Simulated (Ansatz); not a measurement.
Ansatz (a program for electronic structure) run on BAs (F-43m, 2 atoms in the cell): self-consistent single point.

Method: LDA (PW92), PAW files made with PBE (plane waves; Ansatz).

```yaml
crystal:
  lattice:
    - [0.00000, 2.40649, 2.40649]
    - [2.40649, 0.00000, 2.40649]
    - [2.40649, 2.40649, 0.00000]
  atoms:
    - { symbol: B, position: [0.25000, 0.25000, 0.25000] }
    - { symbol: As, position: [0.00000, 0.00000, 0.00000] }
```

Reference input (self-consistent single point, DFT, LDA (PW92), plane waves, PAW files made with PBE): basis.ecutwfc = 420 eV; kpoints.mp_grid.grid = 10 10 10; hamiltonian.xc = lda; hamiltonian.pseudopotentials = {kind: paw} (the program's default PAW files); scf.occupations.method = fixed. This run's input differs from it in these lines:

Ansatz 0.2 input:
```diff
@@ -9,3 +9,3 @@
 basis:
-  ecutwfc: 420.0 eV
+  ecutwfc: 335.0 eV
 kpoints:
```

Output (repeated stretches shortened):

```
SCF iter   1: F=—  HF=-4924.079774 eV  |F-HF|=—  |Δ(HF+E_count)|=         —  Δρ=7.18e-2  dr2=1.86e0  ethr=3.10e-3  ⟨swp⟩=4.7  Hψ=3121  notcnv=0  defer=55
all-band conjugate gradients solve this SCF's bands
preconditioner: auto → none
SCF iter   2: F=—  HF=-4923.519478 eV  |F-HF|=—  |Δ(HF+E_count)|=   5.60e-1  Δρ=2.44e-2  dr2=1.50e-1  ethr=3.10e-3  ⟨swp⟩=2.3  Hψ=1292  notcnv=0  defer=52
SCF iter   3: F=—  HF=-4923.476910 eV  |F-HF|=—  |Δ(HF+E_count)|=   4.26e-2  Δρ=9.98e-3  dr2=1.92e-2  ethr=8.36e-4  ⟨swp⟩=2.1  Hψ=882  notcnv=0  defer=85
   [... lines left out ...]
SCF iter   5: F=—  HF=-4923.472090 eV  |F-HF|=—  |Δ(HF+E_count)|=   1.19e-3  Δρ=1.01e-3  dr2=1.92e-4  ethr=2.19e-5  ⟨swp⟩=2.9  Hψ=1114  notcnv=0  defer=87
SCF iter   6: F=—  HF=-4923.472057 eV  |F-HF|=—  |Δ(HF+E_count)|=   3.35e-5  Δρ=1.21e-4  dr2=2.30e-6  ethr=1.07e-6  ⟨swp⟩=2.4  Hψ=991  notcnv=0  defer=73
SCF iter   7: F=—  HF=-4923.472056 eV  |F-HF|=—  |Δ(HF+E_count)|=   1.43e-7  Δρ=5.97e-6  dr2=6.30e-9  ethr=5.56e-10  ⟨swp⟩=4.5  Hψ=3354  notcnv=0
SCF iter   8: F=-4923.472056 eV  HF=-4923.472056 eV  |F-HF|=3.64e-12  |Δ(HF+E_count)|=  8.85e-10  Δρ=2.64e-7  dr2=1.31e-11  ethr=3.50e-11  ⟨swp⟩=2.1  Hψ=1884  notcnv=0
SCF 1 converged in 8 iterations: F = -4923.472056 eV  dr2 = 1.31e-11
Free energy (F): -4923.472056 eV
Internal energy: -4923.472056 eV  (E = F + TS)
E sigma→0 (E₀):  -4923.472056 eV
Fermi energy:    10.074580 eV
--- Forces (eV/Å), atoms counted from 1 ---
  atom   1  B     -0.00000000     0.00000000    -0.00000000
  atom   2  As    -0.00000000     0.00000000     0.00000000
--- Stress (GPa, compression-positive) ---
       -6.638999       0.000000      -0.000000
        0.000000      -6.638999       0.000000
        0.000000       0.000000      -6.638999
  P = ⅓ Tr σ = -6.6390 GPa (-66.390 kbar)
  The stress holds the Pulay correction. Without it, at fixed plane waves, as pw.x and ABINIT print it: P = -8.2078 GPa
```

The run converged in 8 iterations. Against the reference run the free energy goes up by 16.2 meV/atom, the pressure goes from -6.77 to -6.64 GPa and the gap on the mesh hardly changes (1.149 to 1.150 eV).

The starting cell comes from a database of computed structures (which also holds hypothetical and non-ambient phases and stackings), without a prior relaxation at this level. Its lattice was rescaled by a random factor within 2.5 % of one. Ansatz's pressure includes its estimate of the finite-basis (Pulay) stress. Without the estimate this run gives -8.21 GPa. The cutoff lies below the one recommended for these files.
